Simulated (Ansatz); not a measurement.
Take YSi in the rock salt structure (space group Fm-3m, No. 225; a = 5.815 Å; a hypothetical phase, not in the database extracts checked) as the base.

(Cell as relaxed with PBE.)

Levels (all Ansatz, an electronic-structure program, PAW, earlier PAW set): PBE (420 eV, no SOC); r2SCAN (500 eV, without spin-orbit coupling).

Each level relaxes its own structure.

```
quantity                  PBE  r2SCAN
-------------------  --------  ------
volume per atom      24.58 Å³     ___
lattice parameter a   5.815 Å     ___
band gap                 zero     ___
```

Given the PBE results, estimate those of r2SCAN.


- volume per atom, r2SCAN: 24.83 Å³
- lattice parameter a, r2SCAN: 5.835 Å
- band gap, r2SCAN: zero

PBE's volume per atom lies 0.25 Å³ below r2SCAN's (1.0 %); PBE's lattice parameter a lies 0.020 Å below r2SCAN's (0.3 %); the two agree on the band gap. Neither level is exact; r2SCAN is the comparison here, not a measurement.

Stability against distortions was not tested. The final runs are not spin-polarised. An odd electron count without spin: YSi. YSi has a high density of states at the Fermi level and may be magnetic at this level.
